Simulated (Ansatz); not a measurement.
# Sn under a change: Ru on a Sn site, symmetric start

Consider an 8-atom supercell of Sn (space group I4_1/amd, No. 141; a = 5.947 Å, c = 3.212 Å) at its relaxed geometry.

It is then changed as follows: one Sn atom is replaced by Ru, atoms relaxed at fixed cell.

All numbers come from PBE (Ansatz, an electronic-structure program), no SOC. Settings: 7×7×7 k-points, 0.05 eV Fermi–Dirac smearing.

Pressure: -3.1 GPa (base 0.1 GPa)
Energy gained by relaxation: 1.15 eV
Largest displacement of a host atom from its site in the perfect cell: 0.44 Å
Mean distance from the defect site to its nearest host atoms: 2.65 Å (base 3.08 Å)

In so small a cell the defect repeats every few ångströms: this is an ordered compound, not a dilute defect. The defect started on the symmetric site and kept its symmetry, so it may sit on a saddle. The final runs are not spin-polarised. The defect cell is not spin-polarised.
